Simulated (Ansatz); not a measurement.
# Fermi-surface data of TiPt (Pm-3m)

Given:

```yaml
crystal:
  lattice:
    - [3.14119, 0.00000, 0.00000]
    - [0.00000, 3.14119, 0.00000]
    - [0.00000, 0.00000, 3.14119]
  atoms:
    - { symbol: Ti, position: [0.50000, 0.50000, 0.50000] }
    - { symbol: Pt, position: [0.00000, 0.00000, 0.00000] }
```

Computed with PBEsol with spin-orbit coupling, rigid bands (plane waves, PAW; Ansatz, a first-principles code). Condition of this run: spin-orbit coupling switched on. Cell: cell and atoms relaxed with PBEsol.

```
Property                                                         Result
------------------------------------  ---------------------------------
density of states at the Fermi level  2.49 states/(eV·cell), both spins
bare Sommerfeld coefficient                    2.9 mJ/(mol of atoms·K²)
Drude plasma energy                                              5.8 eV
root-mean-square Fermi velocity                               4.0e5 m/s
resistivity times τ                                   14.4 ×10⁻²² Ω·m·s
```

A metal at this level (no band gap); rigid bands, thermally averaged at 300 K, both spins. τ is one relaxation time for all states.

Formula and space group known from diffraction (Crystallography Open Database), not checked to be the room-temperature form: TiPt (Pm-3m).
